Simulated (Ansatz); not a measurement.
Response to strain in YN

Base system: YN in the rock salt structure (space group Fm-3m, No. 225; a = 4.856 Å). Axes: x, y, z lie along the cube axes.

Strains are applied to the cell and any free atomic positions relax; under biaxial strain the out-of-plane vector relaxes too.

The values are results of DFT with PBEsol, PAW potentials and a 420 eV plane-wave cutoff in Ansatz (a program for electronic structure), spin-orbit coupling left out, not measurements.

Candidates:
(a) biaxial strain +3.00 %, plane normal [001], relaxed out of plane
(b) biaxial strain +1.50 %, plane normal [001], relaxed out of plane
(c) biaxial strain −3.00 %, plane normal [001], relaxed out of plane
(d) biaxial strain −2.50 %, plane normal [001], relaxed out of plane

Notes on the quantities. energy relative to the base: free energy F.

Task: Order them by energy relative to the base, lowest first.

Result: (b) biaxial strain +1.50 %, plane normal [001], relaxed out of plane (+7.4 meV/atom), (d) biaxial strain −2.50 %, plane normal [001], relaxed out of plane (+24 meV/atom), (a) biaxial strain +3.00 %, plane normal [001], relaxed out of plane (+28 meV/atom), (c) biaxial strain −3.00 %, plane normal [001], relaxed out of plane (+35 meV/atom)

The mesh was chosen for an insulator and is coarse for the gapless case. No phonon test of stability was made. The final runs are not spin-polarised.
